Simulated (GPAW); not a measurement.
GPAW run on K2RhAuF6 (Fm-3m, 10 atoms in the cell): self-consistent single point

Level of theory: PBEsol, GPAW PAW datasets PBEsol (made by gpaw-setup) (plane waves; GPAW 25.7.0).

Input as run:

```python
from ase import Atoms
from ase.units import GPa
from gpaw import GPAW

atoms = Atoms(['K', 'K', 'Rh', 'Au', 'F', 'F', 'F', 'F', 'F', 'F'],
              cell=[[0.000000, 4.412290, 4.412290],
                    [4.412290, 0.000000, 4.412290],
                    [4.412290, 4.412290, 0.000000]],
              positions=[[6.618435, 6.618435, 6.618435],
                         [2.206145, 2.206145, 2.206145],
                         [0.000000, 0.000000, 0.000000],
                         [4.412290, 4.412290, 4.412290],
                         [2.036095, 4.412290, 4.412290],
                         [6.788485, 4.412290, 4.412290],
                         [4.412290, 2.036095, 4.412290],
                         [4.412290, 6.788485, 4.412290],
                         [4.412290, 4.412290, 2.036095],
                         [4.412290, 4.412290, 6.788485]],
              pbc=True)

calc = GPAW(mode={'name': 'pw', 'ecut': 900},
            xc='PBEsol',
            kpts=(3, 3, 3),
            occupations={'name': 'methfessel-paxton', 'width': 0.02, 'order': 0},
            nbands=-6,
            convergence={'forces': 0.001, 'bands': -4},
            symmetry={'symmorphic': False, 'tolerance': 0.0005},
            maxiter=120)

atoms.calc = calc

energy = atoms.get_potential_energy()
print('Energy (eV):', round(energy, 6))
forces = atoms.get_forces()
print('Forces (eV/Ang):')
print(forces.round(5))
stress = atoms.get_stress()
print('Stress (GPa, Voigt):', (stress / GPa).round(4))
```

The program printed (abridged):

```
Input parameters:
  convergence: {bands: -4,
                forces: 0.001}
  kpts: [3 3 3]
  maxiter: 120
  mode: {ecut: 900,
         name: pw}
  nbands: -6
  occupations: {name: methfessel-paxton,
                order: 0,
                width: 0.02}
  symmetry: {symmorphic: False,
             tolerance: 0.0005}
  xc: PBEsol

species:
  K:
    name: Potassium
    Z: 19.0
    valence: 9
    core: 10
    charge: 0.0
    file: K.PBEsol.gz

    # Using partial waves for K as LCAO basis

  Rh:
    name: Rhodium
    Z: 45.0
    valence: 15
    core: 30
    charge: 0.0
    file: Rh.PBEsol.gz

    # Using partial waves for Rh as LCAO basis

  Au:
    name: Gold
    Z: 79.0
    valence: 11
    core: 68
    charge: 0.0
    file: Au.PBEsol.gz

    # Using partial waves for Au as LCAO basis

  F:
    name: Fluorine
    Z: 9.0
    valence: 7
    core: 2
    charge: 0.0
    file: F.PBEsol.gz

    # Using partial waves for F as LCAO basis

Reference energy: -695482.247156  # eV

Spin-paired calculation

Convergence criteria:
 Maximum [total energy] change in last 3 cyles: 0.0005 eV / valence electron
 Maximum integral of absolute [dens]ity change: 0.0001 electrons / valence electron
 Maximum integral of absolute [eigenst]ate change: 4e-08 eV^2 / valence electron
 Maximum change in the atomic [forces] across last 2 cycles: 0.001 eV/Ang OR
Maximum error relative to the maximum force is below inf
 Maximum number of scf [iter]ations: 120

Symmetries present (total): 48
Symmetries with fractional translations: 0
27 k-points: 3 x 3 x 3 Monkhorst-Pack grid
4 k-points in the irreducible part of the Brillouin zone
       k-points in crystal coordinates                weights
   0:     0.00000000    0.00000000    0.00000000          1/27
   1:     0.33333333    0.33333333   -0.33333333         12/27
   2:     0.33333333    0.33333333    0.00000000          6/27
   3:     0.33333333    0.33333333    0.33333333          8/27

Wave functions: Plane wave expansion
  Cutoff energy: 900.000 eV
  Number of coefficients (min, max): 10489, 10533
  Pulay-stress correction: 0.000000 eV/Ang^3 (de/decut=0.000000)

Occupation numbers: Methfessel-Paxton:
  width: 0.0200  # eV
  order: 0

Eigensolver

Densities:
  Coarse grid: 45*45*45 grid
  Fine grid: 90*90*90 grid
  Total Charge: 0.000000

Density mixing:
  Method: separate
  Backend: pulay
  Linear mixing parameter: 0.05
  old densities: 5
  Damping of long wavelength oscillations: 50

Hamiltonian:
  XC and Coulomb potentials evaluated on a 90*90*90 grid
  External potential:
    NoExternalPotential

XC parameters: PBEsol with 2 nearest neighbor stencil

Number of atoms: 10
Number of atomic orbitals: 55
Number of bands in calculation: 49
Number of valence electrons: 86
Bands to converge: 45

Density initialized from atomic densities
  49 bands from LCAO basis set

Atomic positions and initial magnetic moments

Positions:
   0 K      6.618435    6.618435    6.618435    ( 0.0000,  0.0000,  0.0000)
   1 K      2.206145    2.206145    2.206145    ( 0.0000,  0.0000,  0.0000)
   2 Rh     0.000000    0.000000    0.000000    ( 0.0000,  0.0000,  0.0000)
   3 Au     4.412290    4.412290    4.412290    ( 0.0000,  0.0000,  0.0000)
   4 F      2.036095    4.412290    4.412290    ( 0.0000,  0.0000,  0.0000)
   5 F      6.788485    4.412290    4.412290    ( 0.0000,  0.0000,  0.0000)
   6 F      4.412290    2.036095    4.412290    ( 0.0000,  0.0000,  0.0000)
   7 F      4.412290    6.788485    4.412290    ( 0.0000,  0.0000,  0.0000)
   8 F      4.412290    4.412290    2.036095    ( 0.0000,  0.0000,  0.0000)
   9 F      4.412290    4.412290    6.788485    ( 0.0000,  0.0000,  0.0000)

Unit cell:
           periodic     x           y           z      points  spacing
  1. axis:    yes    0.000000    4.412290    4.412290    45     0.1132
  2. axis:    yes    4.412290    0.000000    4.412290    45     0.1132
  3. axis:    yes    4.412290    4.412290    0.000000    45     0.1132

  Lengths:   6.239920   6.239920   6.239920
  Angles:   60.000000  60.000000  60.000000

Effective grid spacing dv^(1/3) = 0.1235

     iter     time        total  log10-change:
                         energy   eigst   dens  force
iter:   1 --:--:--   -47.829893   -0.13
iter:   2 --:--:--   -46.673315   -1.32  -1.29
iter:   3 --:--:--   -44.243181   -0.54  -1.34
iter:   4 --:--:--   -44.005751   -1.10  -1.51
iter:   5 --:--:--   -44.276047   -1.30  -1.59
iter:   6 --:--:--   -44.430716   -1.69  -1.87
iter:   7 --:--:--   -43.799891   -1.24  -1.96
iter:   8 --:--:--   -43.800410   -2.28  -2.47
iter:   9 --:--:--   -43.800203c  -3.55  -2.65
iter:  10 --:--:--   -43.800187c  -3.11  -2.69
iter:  11 --:--:--   -43.799370c  -4.39  -3.00
iter:  12 --:--:--   -43.798199c  -4.00  -3.02
iter:  13 --:--:--   -43.798153c  -5.25  -3.25
iter:  14 --:--:--   -43.798064c  -5.52  -3.29
iter:  15 --:--:--   -43.798122c  -3.88  -3.34
iter:  16 --:--:--   -43.797760c  -4.50  -3.38
iter:  17 --:--:--   -43.797767c  -5.87  -3.97
iter:  18 --:--:--   -43.797743c  -5.46  -3.97
iter:  19 --:--:--   -43.797732c  -5.56  -3.90
iter:  20 --:--:--   -43.797741c  -5.39  -4.18c
iter:  21 --:--:--   -43.797738c  -6.55  -4.01c
iter:  22 --:--:--   -43.797724c  -5.43  -4.02c
iter:  23 --:--:--   -43.797724c  -6.84  -4.48c
iter:  24 --:--:--   -43.797724c  -7.92c -4.62c
iter:  25 --:--:--   -43.797724c  -6.50  -4.69c
iter:  26 --:--:--   -43.797723c  -7.26  -4.73c
iter:  27 --:--:--   -43.797723c  -8.53c -5.39c -2.61
iter:  28 --:--:--   -43.797723c  -8.88c -5.45c -3.44c

Converged after 28 iterations.

Dipole moment: (0.000000, 0.000000, -0.000000) |e|*Ang

Energy contributions relative to reference atoms: (reference = -695482.247156)

Kinetic:        +27.615976
Potential:      -28.910307
External:        +0.000000
XC:             -41.049909
Entropy (-ST):   -0.000000
Local:           -1.453483
SIC:             +0.000000
--------------------------
Free energy:    -43.797723
Extrapolated:   -43.797723

Showing only first 2 kpts
 Kpt  Band  Eigenvalues  Occupancy
  0    41      2.35302    2.00000
  0    42      2.35302    2.00000
  0    43      3.68166    0.00000
  0    44      4.78559    0.00000

  1    41      2.26651    2.00000
  1    42      2.28641    2.00000
  1    43      3.38363    0.00000
  1    44      4.30008    0.00000

Fermi level: 2.95707

Gap: 0.763 eV
Transition (v -> c):
  (s=0, k=0, n=42, [0.00, 0.00, 0.00]) -> (s=0, k=2, n=43, [0.33, 0.33, 0.00])
Direct/indirect transitions are different
Direct gap: 0.773 eV
Transition at: (s=0, k=2, n=42, [0.33, 0.33, 0.00])
Energy (eV): -43.797723

Forces in eV/Ang:
  0 K     0.00000    0.00000   -0.00000
  1 K     0.00000    0.00000    0.00000
  2 Rh    0.00000   -0.00000   -0.00000
  3 Au    0.00000    0.00000   -0.00000
  4 F    -0.17011    0.00000    0.00000
  5 F     0.17011    0.00000   -0.00000
  6 F    -0.00000   -0.17011    0.00000
  7 F    -0.00000    0.17011   -0.00000
  8 F     0.00000    0.00000   -0.17011
  9 F     0.00000   -0.00000    0.17011

Stress tensor:
     0.026018     0.000000    -0.000000
     0.000000     0.026018     0.000000
    -0.000000     0.000000     0.026018
Stress (GPa, Voigt): [ 4.1685  4.1685  4.1685  0.     -0.      0.    ]
```

The run converged in 28 iterations. GPAW prints stress with tension positive.

At such cutoffs GPAW's stress carries a finite-basis (Pulay) error, which enters relaxed cells too; its log prints stress with tension positive.

The starting cell comes from a database of computed structures (which also holds hypothetical and non-ambient phases and stackings), without a prior relaxation at this level. Spin-orbit coupling is off.

Cost on one core of a shared machine: roughly 4 min.
